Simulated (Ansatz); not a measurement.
## What isotropic strain +1.50 % does to AgCl

Consider AgCl in the rock salt structure (space group Fm-3m, No. 225; a = 5.4475 Å).

The change: every lattice vector is stretched by 1.50 %, atoms relaxed at fixed cell.

The values are results of PBEsol/PAW in Ansatz (a quantum-chemistry and plane-wave program), no spin-orbit coupling, not measurements. Γ-centred 10×10×10 mesh, Fermi–Dirac width 0.05 eV.

The volume per atom increases by 0.92 Å³ to 21.13 Å³ and the energy grows by 6.8 meV/atom. The band gap is nearly the same (0.72 eV against 0.73 eV) and the gap character remains indirect, L → Γ. The smallest direct gap drops by 0.16 eV to 2.87 eV and the mean gap deformation potential ΔEg/Δln V comes out as +0.1 eV. The width of the top valence band shrinks by 0.19 eV to 2.37 eV and the electron mass is still 0.25 mₑ (at Γ). The valley order (the lowest conduction-band minima on the path, energy above the VBM, named in the base's zone) goes from Γ 0.72 eV; X along ⟨100⟩ 2.13 eV to Γ 0.73 eV; X along ⟨100⟩ 2.21 eV.

Final structure:

```
CELL_PARAMETERS angstrom
      0.00000     2.76460     2.76460
      2.76460     0.00000     2.76460
      2.76460     2.76460     0.00000
ATOMIC_POSITIONS crystal
  Ag 0.00000 0.00000 0.00000
  Cl 0.50000 0.50000 0.50000
```

Effective masses come from finite differences of ±0.01 Å⁻¹. Stability against distortions was not tested.
